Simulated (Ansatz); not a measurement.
Start from CuI in the zinc blende structure (space group F-43m, No. 216; a = 5.939 Å). Axes: x, y, z lie along the cube axes.

Calculations: PBEsol (Ansatz, a quantum-chemistry and plane-wave program), no SOC.

Base values:

| Property | Result |
|---|---|
| Valley order | Γ 1.17 eV; L along ⟨111⟩ 2.11 eV; X along ⟨100⟩ 2.47 eV |
| Valence-band top at Γ | 0.00, 0.00, 0.00 eV |

Now apply this change: tensor shear ε_xy = +1.71 % (engineering shear γ = 0.0342), atoms relaxed at fixed cell.

Problem. Predict the new valley order and valence-band top at Γ.

Solution. The valley order (the lowest conduction-band minima on the path, energy above the VBM, named in the base's zone) goes from Γ 1.17 eV; L along ⟨111⟩ 2.11 eV; X along ⟨100⟩ 2.47 eV to Γ 1.14 eV; L along [1-1-1] 1.97 eV; L along [111] 2.20 eV; X along [001] 2.32 eV; the valence-band top at Γ (three highest levels, from the VBM) becomes 0.00, -0.03, -0.06 eV (base: 0.00, 0.00, 0.00 eV).

Spin-orbit coupling, missing from the scalar runs, can matter with I. The levels and masses belong to the bands next to the band gap. The cells carry an imposed strain or load. Stability against distortions was not tested. All final runs are without spin polarisation.
